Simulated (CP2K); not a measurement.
CP2K run on MgAu3 (Pm-3m, 4 atoms in the cell): self-consistent single point.

Level of theory: LDA (Pade form), GPW, TZVP-MOLOPT-SR-GTH basis, GTH-PADE potentials (GTH_POTENTIALS) in CP2K.

```
MgAu3
1.0
    4.10653     0.00000     0.00000
    0.00000     4.10653     0.00000
    0.00000     0.00000     4.10653
Mg Au
1 3
Cartesian
  0.00000   0.00000   0.00000
  2.05327   2.05327   0.00000
  0.00000   2.05327   2.05327
  2.05327   0.00000   2.05327
```

Reference input (self-consistent single point, DFT PBEsol, GPW, TZVP-MOLOPT-SR-GTH basis, GTH-PBE potentials (GTH_POTENTIALS)): CUTOFF = 500 Ry; REL_CUTOFF = 50 Ry; SMEAR/METHOD = FERMI_DIRAC; ELECTRONIC_TEMPERATURE = 1160.45 K; KPOINTS/SCHEME = MONKHORST-PACK 6 6 6; GAMMA_CENTERED = T; XC_FUNCTIONAL = PBE:PBESOL; Mg/BASIS_SET = TZVP-MOLOPT-SR-GTH-q2; Mg/POTENTIAL = GTH-PBE-q2; Au/BASIS_SET = TZVP-MOLOPT-SR-GTH-q11; Au/POTENTIAL = GTH-PBE-q11; METHOD = GPW. This run's input differs from it in these lines:

```diff
@@ -44,6 +44,3 @@
     &XC
-      &XC_FUNCTIONAL
-        &PBE
-          PARAMETRIZATION PBESOL
-        &END PBE
+      &XC_FUNCTIONAL PADE
       &END XC_FUNCTIONAL
@@ -81,3 +78,3 @@
       BASIS_SET TZVP-MOLOPT-SR-GTH-q2
-      POTENTIAL GTH-PBE-q2
+      POTENTIAL GTH-PADE-q2
     &END KIND
@@ -85,3 +82,3 @@
       BASIS_SET TZVP-MOLOPT-SR-GTH-q11
-      POTENTIAL GTH-PBE-q11
+      POTENTIAL GTH-PADE-q11
     &END KIND
```

Log, with long lists cut:

```
 SCF WAVEFUNCTION OPTIMIZATION

  Step     Update method      Time    Convergence         Total energy    Change
     1 NoMix/Diag. 0.20E+00      -     1.23908533      -100.9536830496 -1.01E+02
     2 Broy./Diag. 0.20E+00      -     0.01602441      -104.8845633391 -3.93E+00
     3 Broy./Diag. 0.20E+00      -     0.04035422      -102.9284933307  1.96E+00
     4 Broy./Diag. 0.20E+00      -     0.00203610      -100.9385615250  1.99E+00
     5 Broy./Diag. 0.20E+00      -     0.00518908      -100.7893727442  1.49E-01
     6 Broy./Diag. 0.20E+00      -     0.00222748      -100.8318240698 -4.25E-02
   [... 4 lines left out ...]
    11 Broy./Diag. 0.20E+00      -     0.00004699      -100.8505384265 -6.88E-04
    12 Broy./Diag. 0.20E+00      -     0.00000568      -100.8506921375 -1.54E-04
    13 Broy./Diag. 0.20E+00      -     0.00000800      -100.8507530106 -6.09E-05
    14 Broy./Diag. 0.20E+00      -     0.00000057      -100.8508308869 -7.79E-05
  *** SCF run converged in    14 steps ***

  Overlap energy of the core charge distribution:               0.00000003361562
  Self energy of the core charge distribution:               -175.29115883709883
  Core Hamiltonian energy:                                     55.06266281884309
  Hartree energy:                                              35.42420368378041
  Exchange-correlation energy:                                -16.04478443246304
  Electronic entropic energy:                                  -0.00175415786156
  Fermi energy:                                                 0.31754703177595

  Total energy:                                              -100.85083088686346
  Total energy (extrapolated to T->0):                       -100.84995380793268

                     Mulliken Population Analysis

   [... lines left out ...]

 STRESS| Analytical stress tensor [bar]
 STRESS|                        x                   y                   z
 STRESS|      x       -2.78009440332E+04  -1.94043900703E-05  -1.94050311493E-05
 STRESS|      y       -1.94043900703E-05  -2.78021950911E+04  -1.94061848940E-05
 STRESS|      z       -1.94050311493E-05  -1.94061848940E-05  -2.78033654965E+04
 STRESS| 1/3 Trace                                            -2.78021682070E+04
```

The run converged in 14 iterations. Against the reference run the pressure goes from 2.59 to -2.78 GPa.

The starting cell comes from a database of computed structures (which also holds hypothetical and non-ambient phases and stackings), without a prior relaxation at this level. Values carry the incompleteness of an atom-centred basis.

Cost on one core of a shared machine: roughly 60 s.
